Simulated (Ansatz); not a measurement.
# Migration barriers: interstitial H in bixbyite In2O3 with all lengths changed by +1 %, charge state +1

System: interstitial H in bixbyite In2O3 with all lengths changed by +1 % (charge state +1). Level of theory: PBE, PAW (plane waves to 420 eV; Ansatz, a quantum-chemistry and plane-wave program).

Settings: 80 host sites, the strained lattice (strain from the relaxed PBE one, atoms relaxed), one k-point at (0.250, 0.250, 0.250), smearing 0.01 eV, spin-restricted, no image-charge correction. No zero-point or tunnelling terms. The charge state is imposed; whether it is stable for some Fermi level was not computed. Sites that were not tried may lie lower.

Barriers: single points on a 2×2×2 k-point mesh shifted by half a step at the bands' geometries.

```csv
Route,Start site over the lowest site run (eV),Hop (Å),Forward barrier (eV),Backward barrier (eV),Neighbours at the start,Neighbours at the saddle,Saddle order,"Forward, on the band's own sampling (eV)"
"several atoms move together, H the farthest",0.00,2.29,0.59,0.29,"O at 0.99, O at 1.84 Å",O at 0.98 Å,not checked,0.59
"several atoms move together, H the farthest",0.00,2.23,0.65,0.05,"O at 0.99, O at 1.84 Å","O at 0.98, O at 1.94 Å",not checked,0.66
```

Paths come from climbing-image nudged elastic band runs. Of the routes that converged and passed our checks, the lowest saddle point lies 0.59 eV above the lowest of the sites run (several atoms move together, H the farthest); other sites, such as split forms, and other routes may lie lower.  A further band (several atoms move together, H the farthest, 2.46 Å) gave 0.38 eV forward on its own sampling, 0.69 eV above the lowest site run, but the program raised a doubt about its electronic state, so it is not taken as a result.
